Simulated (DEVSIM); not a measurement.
System: Schottky contact on p-type CdTe, at 450 K.

```tsv
layer (left to right)	material	thickness (μm)	Na (cm⁻³)	τn (s)	τp (s)
1	CdTe	0.340	2.4e15	6.5e-8	6.5e-8
```

Left contact: Schottky, work function 4.74 eV, emission velocity 2.5e6 cm/s. Right contact: ohmic. Voltage is applied to the left contact. Recombination: SRH at mid-gap, radiative, Auger. Mobility is constant in doping.

Constants are typed, rounded textbook-type inputs, not results; the design itself was drawn at random and stands for no fabricated device. Values at 300 K; Nc and Nv go as T^1.5, mobilities as T to minus their exponent, the gap by Varshni's rule with the affinity fixed.

```csv
parameter,CdTe
gap (eV),1.5
affinity (eV),4.28
permittivity,10.2
Nc (cm⁻³),8e17
Nv (cm⁻³),1.8e19
μn (cm²/Vs),1000
μp (cm²/Vs),80
T exponent of μn,1.7
T exponent of μp,1.5
B (cm³/s),1e-10
Cn (cm⁶/s),1e-30
Cp (cm⁶/s),1e-30
Varshni α (eV/K),0.00031
Varshni β (K),108
```

Simulated with DEVSIM: 1D drift-diffusion, Boltzmann statistics, complete ionisation; no tunnelling, impact ionisation, image-force lowering or self-heating. Metal contacts follow the ideal Schottky-Mott rule: no Fermi-level pinning, no interface dipoles.

**Question.** Give the dark forward current.

**Answer.** 
```json
[
 {"V (V)": "-0.05", "J (A/cm²)": "-7.4e-5"},
 {"V (V)": "-0.10", "J (A/cm²)": "-0.00032"},
 {"V (V)": "-0.20", "J (A/cm²)": "-0.0040"},
 {"V (V)": "-0.25", "J (A/cm²)": "-0.014"},
 {"V (V)": "-0.35", "J (A/cm²)": "-0.15"},
 {"V (V)": "-0.40", "J (A/cm²)": "-0.47"},
 {"V (V)": "-0.50", "J (A/cm²)": "-3.9"},
 {"V (V)": "-0.55", "J (A/cm²)": "-9.2"},
 {"V (V)": "-0.65", "J (A/cm²)": "-33"},
 {"V (V)": "-0.70", "J (A/cm²)": "-51"},
 {"V (V)": "-0.75", "J (A/cm²)": "-72"},
 {"V (V)": "-0.85", "J (A/cm²)": "-120"},
 {"V (V)": "-0.90", "J (A/cm²)": "-140"},
 {"V (V)": "-1.00", "J (A/cm²)": "-190"},
 {"V (V)": "-1.05", "J (A/cm²)": "-210"},
 {"V (V)": "-1.15", "J (A/cm²)": "-260"},
 {"V (V)": "-1.20", "J (A/cm²)": "-290"},
 {"V (V)": "-1.30", "J (A/cm²)": "-340"},
 {"V (V)": "-1.35", "J (A/cm²)": "-360"},
 {"V (V)": "-1.40", "J (A/cm²)": "-380"},
 {"V (V)": "-1.50", "J (A/cm²)": "-430"},
 {"V (V)": "-1.55", "J (A/cm²)": "-460"},
 {"V (V)": "-1.65", "J (A/cm²)": "-510"},
 {"V (V)": "-1.70", "J (A/cm²)": "-530"},
 {"V (V)": "-1.80", "J (A/cm²)": "-580"},
 {"V (V)": "-1.85", "J (A/cm²)": "-610"},
 {"V (V)": "-1.95", "J (A/cm²)": "-660"},
 {"V (V)": "-2.00", "J (A/cm²)": "-680"}
]
```
